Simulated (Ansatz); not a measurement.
Ansatz (a first-principles code), DFT, PBE, plane waves, its default PAW files: unreconstructed Si(100) slab of 8 layers, 2x2, O adatom, atoms displaced (Si32O), unrelaxed, 33 atoms. Basis and mesh were picked for this test and aren't claimed converged.

```
Quantity                                                  Result
------------------------------  --------------------------------
cell                            7.68, 7.68, 21.10 Å; 90, 90, 90°
distance to the nearest atom                      2.05 to 2.37 Å
task                                                single point
k mesh                                                     4×4×1
hamiltonian.xc                                               pbe
kind of files                                                paw
scf.occupations.method                               fermi_dirac
scf.occupations.width                                     0.1 eV
scf.initial_density.chi_scale                                0.1
output.forces                                               true
binding of workers (--pin)                                   off
k-point pools (--kpoint-pools)                                 1
memory maximum (--max-ram)                                  8GiB
accuracy                                        medium (default)
basis.precision                                   auto (default)
basis.xc_grid                                        2 (default)
scf.eigensolver.kind                              auto (default)
scf.convergence.dr2_threshold                    1e-07 (default)
scf.lower_state_search                           light (default)
k-points after symmetry                                       10
bands at the start                                           100
electrons                                                    134
plane waves at Γ                                           24379
cutoff (eV)                                                  420
FFT grid                                               54×54×144
symmetry operations                                            1
```

Settings of this run: scf.mixing.algorithm = auto, scf.mixing.preconditioner = kerker; 4 threads.

```tsv
iteration	dr2 (eV)	Hψ
1	9.69e2	6377
2	1.62e2	11607
3	1.16e2	4175
4	2.87e1	3677
5	2.38e1	2683
6	2.39e1	1131
7	3.48e0	939
8	1.48e0	1378
9	9.19e0	1267
10	1.19e0	1411
11	4.55e-1	1039
12	5.43e-1	1030
13	8.30e-1	1003
14	4.20e-1	921
15	1.33e-1	987
16	1.38e-1	1199
17	3.06e-2	1002
18	2.13e-2	976
19	1.36e-2	939
20	2.33e-2	1058
21	2.66e-3	937
22	1.22e-3	1058
23	4.79e-4	1601
24	4.01e-4	1598
25	3.33e-4	922
26	4.51e-5	923
27	9.41e-6	1154
28	5.49e-6	1089
29	1.58e-6	973
30	1.31e-6	1617
31	8.24e-7	1052
32	4.53e-7	1195
33	3.01e-7	1372
34	3.88e-7	1091
35	6.16e-8	6749
```

It converged after 35 SCF iterations.

Which change of one setting makes this cycle converge in far fewer steps?

This is not unique; one that fits is scf.mixing.preconditioner = auto (default) (19 SCF iterations) or scf.mixing.preconditioner = local_kerker (19 SCF iterations) or scf.mixing.preconditioner = ldos (19 SCF iterations), all else kept. The other changes of this size gave: scf.mixing.preconditioner = none (26); scf.mixing.preconditioner = kerker_dos (32). In that run the program took: scf.mixing.algorithm MSR1, scf.mixing.preconditioner LDOS, scf.eigensolver.kind band_cg, --slots 4. The first change moves the result by: energy under 0.001 meV/atom, forces (largest component) 0.054 meV/Å. Counts are of single runs.

Keys are those of Ansatz 0.2.
